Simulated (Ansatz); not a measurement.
BP (P6₃mc, No. 186, 4 atoms in the cell; start mp-1008559; a measured phase of this formula has another space group), treated with LDA (Ansatz, a program for electronic structure, plane waves, PAW).

Settings: plane-wave cutoff 520 eV, 12×12×6 k mesh (along the axes of the cell as run), Fermi–Dirac smearing 0.01 eV, scalar-relativistic PAW data made under PBE.

The cell is the one relaxed with PBEsol. Conventional cell: a = 3.1793 Å, b = 3.1793 Å, c = 5.2743 Å, α = 90.00°, β = 90.00°, γ = 120.00°.

```
BP
1.0
    3.17927     0.00000     0.00000
   -1.58963     2.75333     0.00000
    0.00000     0.00000     5.27433
B P
2 2
Direct
  0.66667   0.33333   0.50045
  0.33333   0.66667   0.00045
  0.66667   0.33333   0.87455
  0.33333   0.66667   0.37455
```

**Question.** List the 10 lowest band energies at Γ above −25 eV (eV, relative to the valence band maximum), grouping those that round alike.

**Answer.** At Γ: -15.82, -12.55, -9.42, -2.13 (×2), -0.45, 0.00 (×2), 2.72 (×2).

Note: cell and atoms aren't relaxed at this level (pressure -3.3 GPa).

A start named mp-… is a Materials Project structure, which need not be a measured phase.
